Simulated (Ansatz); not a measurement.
Take GaAs (space group P4_2/mnm, No. 136; a = 6.917 Å, c = 4.003 Å; a hypothetical phase, not in the database extracts checked) as the base.

The values are results of plane-wave PAW DFT at the PBEsol level (Ansatz, a first-principles code, 420 eV), spin-orbit coupling left out, not measurements.

Carriers are added at fixed cell with a uniform background; the Fermi–Dirac width is that of 300 K.

One change was made to it. Results:

```tsv
quantity	base	after
gap between the host's bands	0.48 eV	0.51 eV
Fermi level relative to the doped band's edge (positive inside the band; to 0.05 eV)	–	+0.70 eV
gap character	direct at Γ	direct at Γ
```

### Question
What was done to the base?
(A) electrons 7.0×10^21 cm⁻³
(B) electrons 5.0×10^21 cm⁻³
(C) holes 5.0×10^21 cm⁻³
(D) holes 2.0×10^21 cm⁻³

### Answer
C, holes 5.0×10^21 cm⁻³. For comparison, the Fermi level from band edge in the other runs: holes 2.0×10^21 cm⁻³ gives +0.40 eV; electrons 7.0×10^21 cm⁻³ gives +1.10 eV; electrons 5.0×10^21 cm⁻³ gives +1.00 eV.

Carriers are added with a uniform compensating background; total energy and stress of such cells depend on the potential's zero and are not compared; many-body gap narrowing is missing at this level. Whether these cells are dynamically stable was not tested.
